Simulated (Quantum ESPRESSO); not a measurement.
A relaxation of the atoms of MgB2 (P6mm, 3 atoms in the cell) with Quantum ESPRESSO.

Method: PBEsol, PseudoDojo standard norm-conserving (PBESOL) pseudopotentials (plane waves; Quantum ESPRESSO).

Input as run:

```fortran
&control
   calculation = 'relax',
   prefix = 'pwscf',
   outdir = './work',
   pseudo_dir = './',
   forc_conv_thr = 7.8e-03,
/
&system
   ibrav = 4,
   celldm(1) = 5.8684504408,
   celldm(3) = 1.139158489258,
   nat = 3,
   ntyp = 2,
   ecutwfc = 85,
   occupations = 'smearing',
   smearing = 'fd',
   degauss = 0.0073499,
/
&electrons
   conv_thr = 1.0e-11,
/
&ions
/
ATOMIC_SPECIES
Mg    24.3050  Mg.upf
B     10.8100  B.upf
ATOMIC_POSITIONS alat
Mg    0.0000000000    0.0000000000    0.0483025983
B     0.0000000000    0.5773502692    0.5695792446
B     0.5000000000    0.2886751346    0.5695792446
K_POINTS automatic
8 8 7  0 0 0
```

Output (repeated stretches shortened):

```
     Self-consistent Calculation

     iteration #  1     ecut=    85.00 Ry     beta= 0.70

     total energy              =    -130.28962944 Ry
     estimated scf accuracy    <       0.30080945 Ry

     iteration #  2     ecut=    85.00 Ry     beta= 0.70

     total energy              =    -130.37077244 Ry
     estimated scf accuracy    <       0.05108204 Ry

     iteration #  3     ecut=    85.00 Ry     beta= 0.70

     total energy              =    -130.38084272 Ry
     estimated scf accuracy    <       0.00042919 Ry

   [... 4 blocks of this kind left out ...]

     iteration #  8     ecut=    85.00 Ry     beta= 0.70

     total energy              =    -130.38092805 Ry
     estimated scf accuracy    <          8.6E-11 Ry

     iteration #  9     ecut=    85.00 Ry     beta= 0.70
     End of self-consistent calculation

     the Fermi energy is     8.9378 ev

!    total energy              =    -130.38092805 Ry
     estimated scf accuracy    <          4.2E-12 Ry
     smearing contrib. (-TS)   =      -0.00185727 Ry
     internal energy E=F+TS    =    -130.37907078 Ry

     convergence has been achieved in   9 iterations

     Forces acting on atoms (cartesian axes, Ry/au):

     atom    1 type  1   force =     0.00000000    0.00000000   -0.03544270
     atom    2 type  2   force =     0.00000000   -0.00000000    0.01772135
     atom    3 type  2   force =    -0.00000000   -0.00000000    0.01772135

     Total force =     0.043408     Total SCF correction =     0.000004

     BFGS Geometry Optimization
     Energy error            =      1.9E-03 Ry
     Gradient error          =      3.5E-02 Ry/Bohr

   [... lines left out ...]
     the Fermi energy is     8.9455 ev
!    total energy              =    -130.38594597 Ry
     Total force =     0.000014     Total SCF correction =     0.000000
     bfgs converged in   6 scf cycles and   5 bfgs steps
   [... lines left out ...]

     End of BFGS Geometry Optimization

     Final energy             =    -130.3859459692 Ry

     File ./work/pwscf.bfgs deleted, as requested
Begin final coordinates

ATOMIC_POSITIONS (alat)
Mg               0.0000000000        0.0000000000        0.0161792875
B                0.0000000000        0.5773502692        0.5856409000
B                0.5000000000        0.2886751346        0.5856409000
End final coordinates

   JOB DONE.
```

The run converged.  The full log also holds: “c_bands:  1 eigenvalues not converged”. The full log also holds: “WARNING: bfgs curvature condition failed, Theta= 0.983”.

Summary of the result:
* **Free energy E − TS**: -1773.9912 eV
* **Fermi level (on the code's own zero)**: 8.95 eV
* **Relaxation steps**: 5

The starting cell has typed, rounded lattice constants, without a prior relaxation at this level. Its lattice was rescaled by up to half a per cent. For this run, on top of that: one atom moved by 0.15 angstrom. The relaxation keeps the symmetry of its start, so its end need not be a minimum.

Cost on one core of a shared machine: roughly 50 s.
